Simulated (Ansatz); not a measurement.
**CdSe: band gap against strain**

CdSe (zinc blende, F-43m, 28.838 Å³/atom at rest, cube axes along x, y and z) under a strain ε along a cube axis (axis z), the other axes held. r2SCAN in Ansatz, a plane-wave DFT program (PAW, default set), 500 eV, 9×9×9 Γ-centred mesh, Fermi-Dirac smearing 0.05 eV; ions are relaxed within the symmetry of each cell. Gaps are the smallest over the k-mesh and a band path, without spin-orbit coupling; in all rows the valence edge lies at Γ and the conduction edge at Γ.

Here s stands for strain and Eg for gap.

```
strain (%)  gap (eV)
----------  --------
0.00           1.040
0.50           1.023
1.00           1.007
1.50           0.990
3.00               ?
```

Question: Using a straight line, estimate the missing Eg at s = 3.00 from the other rows, showing the fit.

Answer: Means: s 0.75000, Eg 1.0150. About the means, the sum of products is -0.041500 and the sum of squares of s is 1.2500; the slope is their ratio. Least squares gives Eg = 1.0399 - 0.03320·s. Residuals (row less fit): 0.0001, -0.0003, 0.0003, -0.0001; standard error 0.0003 (degrees of freedom: 2). Over these rows the gap moves by -3.3 ± 0.03 eV per unit strain. At the withheld row, Eg = 1.0399 - 0.03320 × 3.0 = 0.9403 eV. The calculation gives 0.940 eV, which the fit meets to the printed digits. The row lies outside the fitted rows, so this is an extrapolation. The fitted rows scatter only by rounding.

CdSe stands in this structure, whereas wurtzite is the usual form. Spin-orbit coupling is left out, which can shift this property for CdSe. Rows are the converged runs of the series near zero and its far end; series whose fitted rows scatter by over a few per cent of the range, as at a crossing or softening among them, aren't shown in this form. Most that stay on the fit to the last digits aren't either.
